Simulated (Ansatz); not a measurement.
System: Cu-vacancy pair (Cu on one host Al site, one Al site vacant) in fcc Al (neutral cell). The step: Cu and the vacancy change places (Cu-vacancy distance between ideal sites 2.86 Å throughout); the atom moves 3.00 Å along (0.00, 0.53, 0.53) of the unit cell; the moving atom starts with neighbours Al at 2.77, 6 Al at 2.80, 2 Al at 2.80, 2 Al at 2.82 Å and ends with Al at 2.77, 6 Al at 2.80, 2 Al at 2.80, 2 Al at 2.82 Å. DFT values are from Ansatz (plane-wave PAW, 420 eV unless said) in a cell of 32 host sites, spin-restricted, static, with no finite-size correction. Forms of the defect that were not tried may lie lower. For the PBE band: the program found a first-order saddle point.

| Level | Forward barrier (eV) | Cost of the band or of the saddle's single point |
|---|---|---|
| CHGNet universal potential (has no charge state), its own band | 0.21 | - |
| PBE, a 3×3×3 k-point mesh shifted by half a step, band relaxed | 0.49 | very roughly 40 core-minutes |
| PBE, a 5×5×5 k-point mesh shifted by half a step, same geometries | 0.49 | roughly 4 core-minutes |
| r2SCAN at 500 eV, a 3×3×3 k-point mesh shifted by half a step, same geometries | 0.52 | around 2.1 core-minutes (rough) |

Ansatz is a quantum-chemistry and plane-wave program.
